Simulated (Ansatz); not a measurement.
# How far PBE and PBEsol part for hypothetical CsCl type NbP, strain tensor (xx, yy, zz, yz, xz, xy) = (−2.44, +2.28, +0.35, +1.74, −1.26, +0.48) %

The reference is NbP in the CsCl type structure (space group Pm-3m, No. 221; a = 3.1101 Å; a hypothetical phase, not in the database extracts checked; relaxed with 0.1 eV smearing). Axes: x, y, z lie along the cube axes.

(Cell as relaxed with PBE.)

Levels (all Ansatz, an electronic-structure program, PAW): PBE (420 eV, without spin-orbit coupling); PBEsol (420 eV, without spin-orbit coupling).

Each level relaxes its own structure.

```json
[
 {"base": "volume per atom", "PBE": "15.04 Å³", "PBEsol": "14.60 Å³"},
 {"base": "lattice parameter a", "PBE": "3.110 Å", "PBEsol": "3.079 Å"},
 {"base": "band gap", "PBE": "zero", "PBEsol": "zero"}
]
```

Now apply this change: the symmetric strain tensor [-0.0244 0.0048 -0.0125; 0.0048 0.0228 0.0174; -0.0125 0.0174 0.0035], atoms relaxed at fixed cell.

| quantity | PBE | PBEsol |
|---|---|---|
| stress (xx, yy, zz, yz, xz, xy; compression positive) | (6.9, -5.3, -0.8, -4.2, 2.9, -1.6) GPa | (7.1, -5.5, -0.9, -4.7, 3.2, -1.7) GPa |
| energy relative to the base (free energy F) | +25 meV/atom | +25 meV/atom |
| shortest interatomic distance | 2.633 Å | 2.607 Å |

PBE's shortest interatomic distance lies 0.026 Å above PBEsol's (1.0 %); the two agree on the energy relative to the base. Neither level is exact; PBEsol is the comparison here, not a measurement.

Whether these cells are dynamically stable was not tested. All final runs are without spin polarisation.
